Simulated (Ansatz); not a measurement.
Input and output of a relaxation of cell and atoms for VIr₃ (Pm-3m, 4 atoms in the cell) (Ansatz, a program for electronic structure).

Computed with LDA (PW92), default PAW files made with PBE (plane waves; Ansatz).

The change in words: atoms on their sites; relax: default → cell and atoms. Reference geometry:
```yaml
crystal:
  lattice:
    - [3.79774, 0.00000, 0.00000]
    - [0.00000, 3.79774, 0.00000]
    - [0.00000, 0.00000, 3.79774]
  atoms:
    - { symbol: V, position: [0.00000, 0.00000, 0.01317] }
    - { symbol: Ir, position: [0.50000, 0.50000, 0.00000] }
    - { symbol: Ir, position: [0.00000, 0.50000, 0.50000] }
    - { symbol: Ir, position: [0.50000, 0.00000, 0.50000] }
```

Reference input (self-consistent single point, DFT, LDA (PW92), plane waves, default PAW files made with PBE): basis.ecutwfc = 420 eV; kpoints.mp_grid.grid = 9 9 9; hamiltonian.xc = lda; hamiltonian.pseudopotentials = {kind: paw} (the program's default PAW files); scf.occupations.method = gaussian; scf.occupations.width = 0.1 eV. This run's input differs from it in these lines:

```diff
@@ -6,3 +6,3 @@
   atoms:
-    - { symbol: V, position: [0.000000, 0.000000, 0.013166] }
+    - { symbol: V, position: [0.000000, 0.000000, 0.000000] }
     - { symbol: Ir, position: [0.500000, 0.500000, 0.000000] }
@@ -23,2 +23,4 @@
     width: 0.1
+relax:
+  cell: {}
 output:
```

Output, abridged:

```
   [... SCF lines of the steps left out ...]
relax step   1: F+E_penalty+E_count = -37852.59146147 eV  Δ(F+E_penalty+E_count) = +0.000e0 eV  max|allowed force component| = 4.794e-29 eV/Å  Δτ_max = 0.0000 Å  P = -7.100 GPa  Ω = 54.774 Å³  (7 SCF iters, dr2 threshold 1.00e-7 eV, accepted)
relax step   2: F+E_penalty+E_count = -37852.56460194 eV  Δ(F+E_penalty+E_count) = +2.686e-2 eV  max|allowed force component| = 5.522e-30 eV/Å  Δτ_max = 0.0000 Å  P = +11.387 GPa  Ω = 52.172 Å³  energy of the carried Pulay correction = +9.513e-4 eV  [...]
   [... lines left out ...]
relax step   4: F+E_penalty+E_count = -37852.61641787 eV  Δ(F+E_penalty+E_count) = -9.276e-5 eV  max|allowed force component| = 1.072e-29 eV/Å  Δτ_max = 0.0000 Å  P = -0.003 GPa  Ω = 53.687 Å³  energy of the carried Pulay correction = +3.918e-4 eV  [...]
relax step   5: F+E_penalty+E_count = -37852.61601755 eV  Δ(F+E_penalty+E_count) = +4.003e-4 eV  max|allowed force component| = 5.006e-30 eV/Å  Δτ_max = 0.0000 Å  P = +0.000 GPa  Ω = 53.687 Å³  stress off target by 1.15e-4 GPa  SCF on the basis [...]
basis re-selected at this cell: Δ(F+E_penalty+E_count) = +4.003e-4 eV, ΔP = +0.003 GPa vs the last step
the relaxation is at rest under the 48 symmetry operations that the run kept from its start: a minimum is not shown …
Stability not checked: this state was not tested for a lower state beside it, because too few of the mixer's solves of this state at the end of the SCF gave a …
Free energy (F): -37852.616018 eV
Internal energy: -37852.605104 eV  (E = F + TS)
   [... lines left out ...]
Fermi energy:    24.364865 eV
  cell:  # Å, volume = 53.6870 Å³
   [... lines left out ...]
    - [3.8117363482664044e-34, 3.772447209756959, 0.0]
    - [1.2438297557500897e-34, 0.0, 3.772447209756959]
  atoms:
    - { symbol: V, position: [-2.970508031194675e-47, 2.6424534419523014e-48, -2.1620073615973375e-48] }
    - { symbol: Ir, position: [0.5, 0.5, 7.216464717248928e-49] }
    - { symbol: Ir, position: [6.802186187184638e-48, 0.5, 0.5] }
    - { symbol: Ir, position: [0.5, 1.6838417673580833e-48, 0.5] }
```

The run converged.  The full log also holds: “iter 3 did not close the SCF: its close was put off for the readings that it lacked (scf_convergence_deferred on its scf_iter line)”. The full log also holds: “iter 4 did not close the SCF: its close was put off for the readings that it lacked (scf_convergence_deferred on its scf_iter line)”.

Summary of the result:
- Free energy E − TS (on the zero of these files) = -37852.6160 eV
- Fermi level (on the code's own zero) = 24.36 eV
- Pressure = 0.00 GPa
- Final cell = a = b = c = 3.772 Å, α = β = γ = 90.00°
- Final volume per atom = 13.42 Å³
- Relaxation steps = 5

The starting cell comes from a database of computed structures (which also holds hypothetical and non-ambient phases and stackings), without a prior relaxation at this level. Its lattice was rescaled by up to half a per cent. Spin polarisation is off. The relaxation keeps the symmetry of its start, so its end need not be a minimum. Ansatz's pressure includes its estimate of the finite-basis (Pulay) stress.

Keys are those of Ansatz 0.2.
